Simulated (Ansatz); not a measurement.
Start from Mg$_{2}$Sn (space group Fm-3m, No. 225; a = 6.747 Å; relaxed with 0.1 eV smearing). Axes: x, y, z lie along the cube axes.

The values are results of PBEsol/PAW in Ansatz (a quantum-chemistry and plane-wave program), no spin-orbit coupling, not measurements.

Strains are applied to the cell and any free atomic positions relax; under biaxial strain the out-of-plane vector relaxes too.

One change was made to it. Results:

```json
[
 {"quantity": "pressure (mean of the normal stresses, compression positive)", "base": "0.0 GPa", "after": "0.6 GPa"},
 {"quantity": "shortest interatomic distance", "base": "2.922 Å", "after": "2.908 Å"},
 {"quantity": "energy relative to the base (free energy F)", "base": "0 meV/atom", "after": "+1.7 meV/atom"}
]
```

Q: Which change produced these results?
A) biaxial strain +0.79 %, plane normal [001], relaxed out of plane
B) biaxial strain +2.64 %, plane normal [111], relaxed out of plane
C) biaxial strain −1.11 %, plane normal [001], relaxed out of plane
D) biaxial strain −3.56 %, plane normal [001], relaxed out of plane

A: C, biaxial strain −1.11 %, plane normal [001], relaxed out of plane. For comparison, the pressure in the other runs: biaxial strain +2.64 %, plane normal [111], relaxed out of plane gives -1.5 GPa; biaxial strain +0.79 %, plane normal [001], relaxed out of plane gives -0.4 GPa; biaxial strain −3.56 %, plane normal [001], relaxed out of plane gives 2.3 GPa.

No phonon test of stability was made.
